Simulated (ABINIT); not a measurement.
ABINIT run on Ca2Sn (Fm-3m, 3 atoms in the cell): self-consistent single point.

Level of theory: LDA (PW92), norm-conserving pseudopotentials (PseudoDojo nc-sr-04 LDA standard) (plane waves; ABINIT 10.0.3).

```xyz
3
Lattice="0.0000 3.7250 3.7250 3.7250 0.0000 3.7250 3.7250 3.7250 0.0000" Properties=species:S:1:pos:R:3 pbc="T T T"
Ca     5.5874     5.5874     5.5874
Ca     1.8625     1.8625     1.8625
Sn     0.0000     0.0000     0.0000
```

Reference input (self-consistent single point, DFT, LDA (PW92), plane waves, norm-conserving pseudopotentials (PseudoDojo nc-sr-04 LDA standard)): pseudos = [Ca.upf, Sn.upf]; ecut = 36 Ha; occopt = 7; tsmear = 0.00183747 Ha; ngkpt = 7 7 7; nshiftk = 1; shiftk = 0 0 0; potentials = PseudoDojo nc-sr-04 LDA standard; nband = 23; kptopt = 1; nstep = 80; tolvrs = 1e-10. This run's input differs from it in these lines:

```diff
@@ -18,3 +18,3 @@
 occopt 7
-tsmear 0.00183747
+tsmear 0.02939946
 nband 23
```

Output (repeated stretches shortened):

```
--- !BeginCycle
solver: {iscf: 7, nstep: 80, nline: 4, wfoptalg: 0, }
tolerances: {tolvrs: 1.00E-10, }
...

     iter   Etot(hartree)      deltaE(h)  residm     vres2
 ETOT  1  -155.51812849312    -1.555E+02 5.193E-01 8.431E+01
 ETOT  2  -156.00475012297    -4.866E-01 1.739E-02 1.444E+01
 ETOT  3  -156.00607285117    -1.323E-03 5.454E-03 4.740E+00
 ETOT  4  -156.00658522615    -5.124E-04 2.505E-03 5.112E-01
 ETOT  5  -156.00661975272    -3.453E-05 1.525E-03 1.132E-01
   [... 5 lines left out ...]
 ETOT 11  -156.00663403020    -3.988E-09 3.428E-04 1.989E-08
 ETOT 12  -156.00663403179    -1.586E-09 2.176E-04 6.907E-10
 ETOT 13  -156.00663403246    -6.701E-10 2.491E-04 5.870E-10
 ETOT 14  -156.00663403275    -2.892E-10 1.634E-04 3.598E-12
 At SCF step   14       vres2   =  3.60E-12 < tolvrs=  1.00E-10 =>converged.

 Cartesian components of stress tensor (hartree/bohr^3)
  sigma(1 1)=  4.29068963E-05  sigma(3 2)=  0.00000000E+00
  sigma(2 2)=  4.29068963E-05  sigma(3 1)=  0.00000000E+00
  sigma(3 3)=  4.29068963E-05  sigma(2 1)=  0.00000000E+00

 ----iterations are completed or convergence reached----

 reduced coordinates (array xred) for    3 atoms
       0.750000000000      0.750000000000      0.750000000000
       0.250000000000      0.250000000000      0.250000000000
       0.000000000000      0.000000000000      0.000000000000
 cartesian forces (eV/Angstrom) at end:
    1     -0.00000000000000    -0.00000000000000    -0.00000000000000
    2     -0.00000000000000    -0.00000000000000    -0.00000000000000
   [... lines left out ...]
 Fermi (or HOMO) energy (hartree) =   0.15509   Average Vxc (hartree)=  -0.32462
 Fermi (or HOMO) energy (eV) =   4.22032   Average Vxc (eV)=  -8.83344
   [... lines left out ...]
total_energy        : -1.56006634032749E+02
total_energy_eV     : -4.24515640337167E+03
band_energy         : -1.88828460745820E+01
...

-Cartesian components of stress tensor (GPa)         [Pressure= -1.2624E+00 GPa]
- sigma(1 1)=  1.26236426E+00  sigma(3 2)=  0.00000000E+00
- sigma(2 2)=  1.26236426E+00  sigma(3 1)=  0.00000000E+00
- sigma(3 3)=  1.26236426E+00  sigma(2 1)=  0.00000000E+00

 Calculation completed.
```

The run converged in 14 iterations. Against the reference run the free energy drops by 41.5 meV/atom and the pressure hardly changes (-1.23 to -1.26 GPa).

The starting cell comes from a database of computed structures (which also holds hypothetical and non-ambient phases and stackings), without a prior relaxation at this level. Its lattice was rescaled by a random factor within 2.5 % of one.

Cost on one core of a shared machine: roughly 3 min.
